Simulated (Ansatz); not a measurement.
Abridged Ansatz (a program for electronic structure) output:

```
Relaxation: its limit of steps is 50 (relax.max_steps)
Pseudopotential: Ti, paw, valence charge 12
Pseudopotential: Ba, paw, valence charge 10
Pseudopotential: O, paw, valence charge 6
Crystal: 5 atoms, lattice volume = 61.975 Å³
Basis set: ecut = 420 eV, 1229 PW (Γ), exchange–correlation on 54×54×60 points (8 copies of the dense FFT grid, shifted against one another)
Bands: 25, of which v1, the nominal top of the filled ones, is band 20 counted from 1 (19 counted from 0)
Symmetry: 8 space group operations
k-points: 75 of 512 (time reversal used)
Functional: x = pbesol(κ = 0.804, μ = 0.12345679012345678), c = pbesol(β = 0.046)
SCF iter   1: F=—  HF=-10028.004638 eV  |F-HF|=—  |Δ(HF+E_count)|=         —  Δρ=5.47e-2  dr2=1.89e0  ethr=3.10e-3  ⟨swp⟩=7.7  Hψ=9398  notcnv=0
SCF iter   2: F=—  HF=-10027.709721 eV  |F-HF|=—  |Δ(HF+E_count)|=   2.95e-1  Δρ=2.62e-2  dr2=6.11e-1  ethr=3.10e-3  ⟨swp⟩=2.3  Hψ=3449  notcnv=0  defer=69
SCF 1 converged in 8 iterations: F = -10027.609756 eV  dr2 = 2.14e-8
relax step   1: F+E_penalty+E_count = -10027.60975604 eV  Δ(F+E_penalty+E_count) = +0.000e0 eV  max|allowed force component| = 1.177e-1 eV/Å  Δτ_max = 0.0000 Å  P = +4.063 GPa  Ω = 61.975 Å³  fix = [a, b, gamma]  reactions: a +5.621, b +5.621 GPa  (8 SCF iters, dr2 threshold 1.00e-7 eV, accepted)
[... steps on the carried basis left out ...]
relax step  12: F+E_penalty+E_count = -10027.61490955 eV  Δ(F+E_penalty+E_count) = +1.433e-5 eV  max|allowed force component| = 2.441e-5 eV/Å  Δτ_max = 0.0001 Å  P = +2.834 GPa  Ω = 62.825 Å³  energy of the carried Pulay correction = -1.455e-5 eV  fix = [a, b, gamma]  reactions: a +4.251, b +4.251 GPa  (6 SCF iters, dr2 threshold 2.62e-10 eV, accepted)
Crystal: 5 atoms, lattice volume = 62.825 Å³
SCF iter   1: F=—  HF=-10027.615025 eV  |F-HF|=—  |Δ(HF+E_count)|=         —  Δρ=1.06e-5  dr2=3.69e-8  ethr=2.19e-8  ⟨swp⟩=3.7  Hψ=13810  notcnv=0
SCF iter   2: F=—  HF=-10027.614912 eV  |F-HF|=—  |Δ(HF+E_count)|=   1.13e-4  Δρ=4.77e-6  dr2=6.72e-9  ethr=9.23e-11  ⟨swp⟩=2.7  Hψ=3509  notcnv=0
SCF 13 converged in 9 iterations: F = -10027.614912 eV  dr2 = 8.70e-13
SCF converged after 9 iterations
Free energy (F): -10027.614912 eV
Internal energy: -10027.614912 eV  (E = F + TS)
E sigma→0 (E₀):  -10027.614912 eV
Fermi energy:    11.580727 eV
--- Forces (eV/Å), atoms counted from 1 ---
  atom   1  Ti    -0.00000000    -0.00000000     0.00002409
  atom   2  Ba     0.00000000    -0.00000000     0.00000516
  atom   3  O     -0.00000000    -0.00000000    -0.00001671
  atom   4  O     -0.00000000     0.00000000    -0.00000805
  atom   5  O      0.00000000     0.00000000    -0.00000805
--- Stress (GPa, compression-positive) ---
        4.251129       0.000000      -0.000000
        0.000000       4.251129      -0.000000
       -0.000000      -0.000000       0.001231
  P = ⅓ Tr σ = 2.8345 GPa (28.345 kbar)
--- Relaxed structure (10 steps of the walk, 10 accepted, 3 SCFs on fresh bases) ---
  cell:  # Å, volume = 62.8250 Å³
    - [3.9000975911, 0.0, 2.7332084204816713e-32]
    - [0.0, 3.9000975911, 0.0]
    - [2.8553768432958247e-32, 0.0, 4.130299419412168]
  atoms:
    - { symbol: Ti, position: [0.5, 0.5, 0.45370238233088345] }
    - { symbol: Ba, position: [2.4690791696882475e-35, 0.0, 0.93650059850935] }
    - { symbol: O, position: [0.5, 0.5, 0.8959192851999088] }
    - { symbol: O, position: [0.5, 0.0, 0.4099388669799288] }
    - { symbol: O, position: [4.938158339376427e-35, 0.5, 0.4099388669799288] }
```

**Question.** What was computed, and what are the main results?

**Answer.** BaTiO3, 5 atoms in the cell, with DFT with PBEsol, PAW potentials and a 420 eV plane-wave cutoff in Ansatz, no SOC, earlier PAW set. The last SCF converged to F = -10027.614912 eV, or -2005.5230 eV per atom, at a pressure of 2.83 GPa. The total energy compares only with runs of the same code, potentials and settings.

The cells carry an imposed strain or load. Stability against distortions was not tested. The final runs are not spin-polarised. The cell was made from BaTiO₃ (space group P4mm, No. 99) by this change: biaxial strain −1.40 %, plane normal [001], relaxed out of plane.

Keys are those of Ansatz 0.2.
